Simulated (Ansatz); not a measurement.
Base system: La$_{2}$O$_{3}$ (space group P-3m1, No. 164).

```
La2O3
1.0
    3.90611     0.00000     0.00000
   -1.95305     3.38279     0.00000
    0.00000     0.00000     6.03995
La O
2 3
Direct
  0.33333   0.66667   0.24536
  0.66667   0.33333   0.75464
  0.00000   0.00000   0.00000
  0.33333   0.66667   0.64601
  0.66667   0.33333   0.35399
```

Cartesian axes are those of the cell as printed.

Calculations: PBEsol (Ansatz, a program for electronic structure, PAW, without spin-orbit coupling).

For the base:

```
Property                                 Value
-----------------------------  ---------------
Width of the top valence band          0.41 eV
Shortest interatomic distance          2.349 Å
Band gap                               3.77 eV
Gap character                  indirect, L → K
```

Modification: biaxial strain −2.38 %, plane normal [001], relaxed out of plane (Cartesian); in-plane vectors clamped, the third vector and the atoms free.

Q: Predict the new width of the top valence band.

A: The width of the top valence band grows by 0.14 eV to 0.55 eV.

Q: What does the calculation give for the shortest interatomic distance after the change?

A: The shortest interatomic distance falls by 0.039 Å to 2.310 Å.

Q: What happens to the band gap?

A: The band gap falls by 0.087 eV (3.77 eV → 3.69 eV).

Q: Estimate the effect on the in-plane stress.

A: The mean in-plane stress (compression positive) comes out as +6.2 GPa.

Q: What happens to the gap character?

A: The gap character changes from indirect, L → K to indirect, K → M.

Whether these cells are dynamically stable was not tested.
